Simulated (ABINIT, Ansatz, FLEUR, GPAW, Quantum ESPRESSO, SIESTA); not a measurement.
# LiH (Fm-3m, 2 atoms in the cell) computed with different codes at matched settings

Self-consistent single point.

```
CELL_PARAMETERS angstrom
      0.00000     2.04277     2.04277
      2.04277     0.00000     2.04277
      2.04277     2.04277     0.00000
ATOMIC_POSITIONS crystal
  Li 0.00000 0.00000 0.00000
  H  0.50000 0.50000 0.50000
```

Shared settings, as Ansatz (a first-principles code) writes them: kpoints.mp_grid.grid = 5 5 5; scf.occupations.method = fixed. Potentials and cutoffs stand in the table.

```csv
code,model,pressure (GPa),gap on the mesh (eV),cutoff
FLEUR,"PBE, all-electron FLAPW (FLEUR), scalar-relativistic valence",–,3.986,Kmax 4.5 1/bohr
ABINIT,"PBE, norm-conserving pseudopotentials (PseudoDojo nc-sr-05 PBE standard)",-1.95,3.991,1007 eV
SIESTA,"GGA PBE, numerical atomic orbitals TZP, PseudoDojo PBE standard norm-conserving potentials (rewritten from UPF to PSML)",-1.80,4.073,grid 350 Ry
Ansatz,"PBE, default PAW files",-2.02,3.988,default
Quantum ESPRESSO,"PBE, SSSP 1.1.2 efficiency (PBE) pseudopotentials",-1.93,3.988,55 Ry
GPAW,"PBE, GPAW PAW datasets PBE (gpaw-data 1.0.1)",-1.49,3.977,850 eV
```

A dash marks a value that a program does not give, or that is left out as unsure.

Gaps are read on the mesh. Another mesh or the band path gives a smaller gap, so these values are not converged in the mesh.

The spread over the programs that give each value: pressure within 0.53 GPa; gap on the mesh within 0.096 eV.

SIESTA uses small atom-centred bases, whose incompleteness enters pressures, forces and empty levels differently from a plane-wave cutoff. FLEUR treats all electrons, but the usual bases taken here (sphere radii, linearisation, local orbitals, empty states) were not tested for convergence, so the values are no reference for the others. Ansatz's pressure is given at a fixed set of plane waves, as the other plane-wave codes print theirs; with its correction for the finite basis it is -1.92 GPa.

On the base mesh (14 14 14) the same programs gave: Ansatz pressure -2.02 GPa, gap on the mesh 3.025 eV; Quantum ESPRESSO pressure -1.93 GPa, gap on the mesh 3.024 eV; ABINIT pressure -1.95 GPa, gap on the mesh 3.028 eV; GPAW pressure -1.49 GPa, gap on the mesh 3.006 eV; FLEUR gap on the mesh 3.023 eV; SIESTA pressure -1.57 GPa, gap on the mesh 3.139 eV.

The values differ from the base mesh's, so the mesh still matters here: the table compares the programs at equal settings.

The starting cell comes from a database of computed structures (which also holds hypothetical and non-ambient phases and stackings), without a prior relaxation at this level. Its lattice was rescaled by a random factor within 2.5 % of one.

Left out of this page: CP2K (on another mesh).

Keys are those of Ansatz 0.2.
